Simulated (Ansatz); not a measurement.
**MgI2 under a change: pressure 0.7 GPa**

Consider MgI₂ in the CdI2 type structure (space group P-3m1, No. 164; a = 4.1244 Å, c = 6.8311 Å; layered, stacked along the Cartesian z axis).

The change: cell and atoms relaxed at a pressure of 0.7 GPa.

Method: PBE-D3(BJ) (Ansatz, a quantum-chemistry and plane-wave program, PAW, spin-orbit coupling left out). Settings: 9×9×5 k-points, 0.05 eV Fermi–Dirac smearing.

| quantity | base | changed | shift |
|---|---|---|---|
| density | 4.59 g/cm³ | 4.76 g/cm³ | +0.17 g/cm³ |
| lattice parameter a | 412.4 pm | 409.2 pm | -3.26 pm |
| c/a ratio | 1.656 | 1.634 | -0.022 |
| enthalpy H = E + PV relative to the base's energy | – | +0.14 eV/atom | – |
| band gap | 3.52 eV | 3.45 eV | -0.07 eV |
| gap character | indirect, Γ → L–M (40 % along) | indirect, Γ → L–M (40 % along) | – |
| smallest direct gap | 3.76 eV | 3.78 eV | +0.013 eV |
| mean gap deformation potential ΔEg/Δln V | – | +1.9 eV | – |
| width of the top valence band | 1.30 eV | 1.51 eV | +0.21 eV |
| hole mass | – | 0.21 mₑ along c, 2.8 mₑ across (at Γ) | – |
| valence-band top at Γ (three highest levels, from the VBM) | 0.00, -0.04, -0.04 eV | 0.00, -0.10, -0.10 eV | – |

Cost of the whole job for the changed cell (relaxation, final SCF and bands): very roughly 80 core-seconds.

Spin-orbit coupling, missing from the scalar runs, can matter with I. Load acts through the strain it causes; cell and atoms are relaxed under it. Effective masses come from finite differences of ±0.01 Å⁻¹. Whether these cells are dynamically stable was not tested.
